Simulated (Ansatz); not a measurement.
Take TiC in the rock salt structure (space group Fm-3m, No. 225; a = 4.2934 Å; relaxed with 0.1 eV smearing) as the base. Axes: x, y, z lie along the cube axes.

The values are results of PBEsol (Ansatz, an electronic-structure program), without spin-orbit coupling, not measurements.

Strains are applied to the cell and any free atomic positions relax; under biaxial strain the out-of-plane vector relaxes too.

One change was made to it. Results:

```csv
quantity,base,after
"pressure (mean of the normal stresses, compression positive)",0.0 GPa,4.9 GPa
shortest interatomic distance,2.147 Å,2.134 Å
energy relative to the base (free energy F),0 meV/atom,+5.5 meV/atom
```

Q: What was done to the base?
A) biaxial strain −2.08 %, plane normal [111], relaxed out of plane
B) biaxial strain +2.50 %, plane normal [111], relaxed out of plane
C) biaxial strain +1.25 %, plane normal [111], relaxed out of plane
D) biaxial strain −1.25 %, plane normal [111], relaxed out of plane

A: D, biaxial strain −1.25 %, plane normal [111], relaxed out of plane. For comparison, the pressure in the other runs: biaxial strain +1.25 %, plane normal [111], relaxed out of plane gives -4.4 GPa; biaxial strain +2.50 %, plane normal [111], relaxed out of plane gives -8.5 GPa; biaxial strain −2.08 %, plane normal [111], relaxed out of plane gives 8.3 GPa.

No phonon test of stability was made. The final runs are not spin-polarised.
